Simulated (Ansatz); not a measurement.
Start from Cu3N (space group Pm-3m, No. 221; a = 3.765 Å).

The other end (x = 1) is Cu3P in the anti-ReO3 type structure (space group Pm-3m, No. 221; a hypothetical phase, not in the database extracts checked): 20.12 Å³/atom, gap 0.39 eV; this end may not be an ambient phase.

The values are results of Ansatz (an electronic-structure program), PBEsol, PAW, cutoff 420 eV, scalar-relativistic without spin-orbit coupling, not measurements.

P replaces a fraction x of N; each row is one arrangement (x, atoms in the cell, starting space group or random), fully relaxed.

One change was made to it. Results:

| quantity | base | after |
|---|---|---|
| mixing energy (to 0.01 eV only: unlike meshes or grids) (against an end that may be hypothetical) | – | +0.12 eV/atom |
| deviation of the volume from the linear (Vegard-type) interpolation | – | +0.3 % |

Task: What was done to the base?
A. x(P) = 0.667, 12 atoms, P4/mmm
B. x(P) = 0.5, 8 atoms, Fm-3m
C. x(P) = 0.333, 12 atoms, P-3m1
D. x(P) = 0.333, 12 atoms, P4/mmm
E. x(P) = 0.667, 12 atoms, Cmmm

Result: D, x(P) = 0.333, 12 atoms, P4/mmm. For comparison, the mixing energy in the other runs: x(P) = 0.667, 12 atoms, Cmmm gives -0.05 eV/atom; x(P) = 0.333, 12 atoms, P-3m1 gives -0.01 eV/atom; x(P) = 0.5, 8 atoms, Fm-3m gives +0.01 eV/atom; x(P) = 0.667, 12 atoms, P4/mmm gives -0.06 eV/atom.

Each cell is one ordered arrangement of few atoms, which overstates ordering effects compared with a random alloy. Stability against distortions was not tested. All final runs are without spin polarisation. Cu9P2N has a high density of states at the Fermi level and may be magnetic at this level. Under x(P) = 0.667, 12 atoms, Cmmm and x(P) = 0.667, 12 atoms, P4/mmm the cell changed shape so far that it is another structure. A zero or small gap of Cu9PN2 and Cu3N can be the functional's error rather than a property of the material.
